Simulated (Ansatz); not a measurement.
An ideal cubic perovskite cell is held by its symmetry; such compounds can tilt or shift off centre at room temperature. The starting structures come from a database of crystals and need not be the phases stable at ambient conditions.

 Where the default PAW files enter, the runs use the earlier of Ansatz's two default sets.

The decay constant κ of evanescent states in the gap governs leakage through a thin film.

Data:

```
CELL_PARAMETERS angstrom
      3.94864     0.00000     0.00000
      0.00000     3.94864     0.00000
      0.00000     0.00000     3.94864
ATOMIC_POSITIONS crystal
  Li 0.50000 0.00000 0.00000
  Li 0.00000 0.50000 0.00000
  Li 0.00000 0.00000 0.50000
  Br 0.50000 0.50000 0.50000
  O  0.00000 0.00000 0.00000
```

Space group of this cell: Pm-3m, anti-perovskite. The cell is taken as given.

Transport runs along the normal of the first two printed cell vectors, the (001) plane of the conventional cell.

The gap is the functional's own. No spin-orbit coupling. Mid-gap values are interpolated on the energy grid.

### Question
Estimate the band gap and the smallest decay constant κ at mid-gap that PBEsol run with Ansatz (a program for electronic structure) returns for this system.

### Answer
Gap 4.31 eV on a 8×8×8 mesh; κ = 0.292 1/Å, at (0.500, 0.500) of the in-plane reciprocal vectors. At the zone centre, at the nearest computed energy, the slowest state has κ = 0.34 1/Å.
